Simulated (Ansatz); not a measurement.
Bond-angle distributions (per cent of the angles at each element, bins of 10°) of a relaxed model of amorphous Si39O54C12 at 2.30 g/cm³. All values below come from PBE, scalar-relativistic without spin-orbit coupling (plane waves to 420 eV, PAW; Ansatz, a program for electronic structure).

The cell was made by melting and quenching with the CHGNet potential and then relaxed with DFT. O atoms were pushed apart under 1.9 Å during the dynamics, to hinder bonds among them. The hot cell started wider than the set density and was brought back towards it in steps. It is the lowest in DFT energy of 4 quenches. It is a model cell: composition and starting density were chosen by hand, and all elements were melted together. No dispersion term was used. Its density started from a set value of 2.32 and ended at 2.30 g/cm³. Cooling (nominally 400 K/ps over its main leg) ran many orders faster than in experiment, which tends to leave more defects and strain. A cell of this size samples the disorder only roughly. Volume and shape were free in the relaxation.

Neighbours within Si-Si 2.60 Å, Si-O 2.12 Å, Si-C 2.19 Å, O-O 1.58 Å, O-C 1.64 Å, C-C 1.78 Å count as bonded. Two cations that share two anions don't count as bonded, nor two that share one unless they lie closer than Si-Si 2.38 Å, Si-C 2.00 Å, C-C 1.63 Å.

| angle (°) | at Si | at O | at C |
|---|---|---|---|
| 50-60 | 0 | 0 | 0 |
| 60-70 | 0 | 0 | 0 |
| 70-80 | 1 | 0 | 0 |
| 80-90 | 1 | 4 | 15 |
| 90-100 | 8 | 4 | 6 |
| 100-110 | 46 | 2 | 12 |
| 110-120 | 32 | 13 | 35 |
| 120-130 | 9 | 11 | 19 |
| 130-140 | 2 | 24 | 8 |
| 140-150 | 1 | 16 | 4 |
| 150-160 | 0 | 18 | 0 |
| 160-170 | 0 | 9 | 0 |
| 170-180 | 0 | 0 | 0 |

They go with these counts of neighbours within the cut-offs, cation contacts included: Si mean 3.7, most often 4; O mean 2.0, most often 2; C mean 3.3, most often 3.
